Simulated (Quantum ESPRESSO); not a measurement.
Input and output of a self-consistent single point for HfNi₃ (P1, 8 atoms in the cell) (Quantum ESPRESSO).

Method: PBEsol, PSlibrary PAW (PBE) pseudopotentials (plane waves; Quantum ESPRESSO).

The change in words: atoms moved at random. Reference geometry:
```xyz
8
Lattice="5.2832 0.0000 0.0000 -2.6416 4.5754 0.0000 0.0000 0.0000 4.3045" Properties=species:S:1:pos:R:3 pbc="T T T"
Hf     0.0000     3.0503     3.2284
Hf     2.6416     1.5251     1.0761
Ni     0.0000     1.4383     1.0761
Ni     2.6416     3.1371     3.2284
Ni     4.0376     0.7191     3.2284
Ni    -1.3960     3.8563     1.0761
Ni     1.3960     3.8563     1.0761
Ni     1.2456     0.7191     3.2284
```

Reference input (self-consistent single point, DFT, PBEsol, plane waves, PSlibrary PAW (PBE) pseudopotentials): ecutwfc = 55 Ry; ecutrho = 330 Ry; occupations = smearing; smearing = fd; degauss = 0.0073499 Ry; input_dft = pbesol; potentials = {Hf: Hf.pbe-spn-kjpaw_psl.1.0.0.UPF, Ni: Ni.pbe-n-kjpaw_psl.1.0.0.UPF}; K_POINTS = automatic 5 5 6 0 0 0; conv_thr = 1e-10 Ry. This run's input differs from it in these lines:

```diff
@@ -26,10 +26,10 @@
 ATOMIC_POSITIONS crystal
-Hf    0.3333333333    0.6666666667    0.7500000000
-Hf    0.6666666667    0.3333333333    0.2500000000
-Ni    0.1571750000    0.3143500000    0.2500000000
-Ni    0.8428250000    0.6856500000    0.7500000000
-Ni    0.8428250000    0.1571750000    0.7500000000
-Ni    0.1571750000    0.8428250000    0.2500000000
-Ni    0.6856500000    0.8428250000    0.2500000000
-Ni    0.3143500000    0.1571750000    0.7500000000
+Hf    0.3363470000    0.6660900000    0.7504100000
+Hf    0.6666600000    0.3267870000    0.2400490000
+Ni    0.1519520000    0.3012460000    0.2514100000
+Ni    0.8324460000    0.6758180000    0.7481450000
+Ni    0.8442400000    0.1755640000    0.7553950000
+Ni    0.1539280000    0.8396930000    0.2531460000
+Ni    0.6926470000    0.8463990000    0.2582680000
+Ni    0.3217790000    0.1684030000    0.7431770000
 K_POINTS automatic
@@ -37,4 +37,4 @@
 CELL_PARAMETERS angstrom
-   5.2832024935     0.0000000000     0.0000000000
-  -2.6416012467     4.5753875727     0.0000000000
+   5.2832020000     0.0000000000     0.0000000000
+  -2.6416010000     4.5753880000     0.0000000000
    0.0000000000     0.0000000000     4.3044700000
```

The program printed (abridged):

```
     Self-consistent Calculation

     iteration #  1     ecut=    55.00 Ry     beta= 0.70

     total energy              =   -2472.72042957 Ry
     estimated scf accuracy    <       1.24857868 Ry

     iteration #  2     ecut=    55.00 Ry     beta= 0.70

     total energy              =   -2470.08253882 Ry
     estimated scf accuracy    <      40.81112149 Ry

     iteration #  3     ecut=    55.00 Ry     beta= 0.70

     total energy              =   -2473.64380466 Ry
     estimated scf accuracy    <       0.27755153 Ry

   [... 20 blocks of this kind left out ...]

     iteration # 24     ecut=    55.00 Ry     beta= 0.70

     total energy              =   -2473.68257214 Ry
     estimated scf accuracy    <          1.4E-09 Ry

     iteration # 25     ecut=    55.00 Ry     beta= 0.70
     End of self-consistent calculation

     the Fermi energy is    14.6692 ev

!    total energy              =   -2473.68257214 Ry
     estimated scf accuracy    <          4.6E-11 Ry
     smearing contrib. (-TS)   =      -0.00641474 Ry
     internal energy E=F+TS    =   -2473.67615740 Ry

     convergence has been achieved in  25 iterations

     Forces acting on atoms (cartesian axes, Ry/au):

     atom    1 type  1   force =    -0.00783975    0.01022987    0.00438230
     atom    2 type  1   force =    -0.01070734    0.01015767    0.01351243
     atom    3 type  2   force =     0.00116587    0.02044034   -0.00262181
     atom    4 type  2   force =     0.01083215    0.02111495    0.00251470
     atom    5 type  2   force =     0.01585714   -0.02817161   -0.00955455
   [... lines left out ...]

     Total force =     0.060363     Total SCF correction =     0.000022

          total   stress  (Ry/bohr**3)                   (kbar)     P=      -94.66
  -0.00062907  -0.00000201  -0.00001198          -92.54       -0.30       -1.76
  -0.00000201  -0.00066792  -0.00000515           -0.30      -98.25       -0.76
  -0.00001198  -0.00000515  -0.00063339           -1.76       -0.76      -93.18

   JOB DONE.
```

The run converged in 25 iterations. Against the reference run the free energy rises by 14.9 meV/atom, the pressure goes from -9.99 to -9.47 GPa and the largest force goes from 0.020 to 0.867 eV/Å.

The starting cell comes from a database of computed structures (which also holds hypothetical and non-ambient phases and stackings), without a prior relaxation at this level. Its lattice was rescaled by a random factor within 2.5 % of one. For this run, on top of that: atoms moved at random. Spin polarisation is off. With a pressure of about -9 GPa the cell is away from its equilibrium volume at this level.

Cost on one core of a shared machine: roughly 8 min.
